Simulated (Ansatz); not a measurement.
Sn on the 1x1 (110) surface of bcc Mo, one in a 2x2 cell, energies for each (28.3 Å²). Energies are against an atom of beta tin, without zero-point or thermal terms; each row is named by its start.

Level of theory: PBE (plane waves to 420 eV, PAW; Ansatz, a quantum-chemistry and plane-wave program).

Problem. Which site binds most strongly?
(A) top Mo
(B) bridge Mo-Mo (span 3.2 Å)
(C) bridge Mo-Mo (span 2.7 Å)

Solution. B, bridge Mo-Mo (span 3.2 Å). Adsorption energies: bridge Mo-Mo (span 3.2 Å) -1.12 eV; bridge Mo-Mo (span 2.7 Å) -0.72 eV; top Mo -0.36 eV.
